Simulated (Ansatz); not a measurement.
Start from SrTiO3 in the cubic perovskite structure (space group Pm-3m, No. 221; a = 3.8911 Å). Axes: x, y, z lie along the cube axes.

Computed with Kohn–Sham DFT with the PBEsol functional, run in Ansatz (a quantum-chemistry and plane-wave program) with PAW and 420 eV plane waves, spin-orbit coupling left out.

For the base:

| Item | Value |
|---|---|
| Band gap | 1.85 eV |
| Smallest direct gap | 2.19 eV |

Now apply this change: the cell is compressed by 1.09 % along x with no lateral relaxation, atoms relaxed at fixed cell.

Problem. Predict the new band gap.

Solution. The band gap stays 1.85 eV.

Problem. What does the calculation give for the energy relative to the base after the change?

Solution. The energy goes up by 1.6 meV/atom.

Problem. What happens to the smallest direct gap?

Solution. The smallest direct gap is nearly the same (2.19 eV against 2.18 eV).

Problem. What does the calculation give for the stress after the change?

Solution. The stress (xx, yy, zz, yz, xz, xy; compression positive) comes out as (4.05, 1.17, 1.17, 0.00, 0.00, 0.00) GPa.

The cells carry an imposed strain or load. Whether these cells are dynamically stable was not tested. All final runs are without spin polarisation. Many cubic perovskites are stable only at high temperature; tilts and polar distortions were not tested.
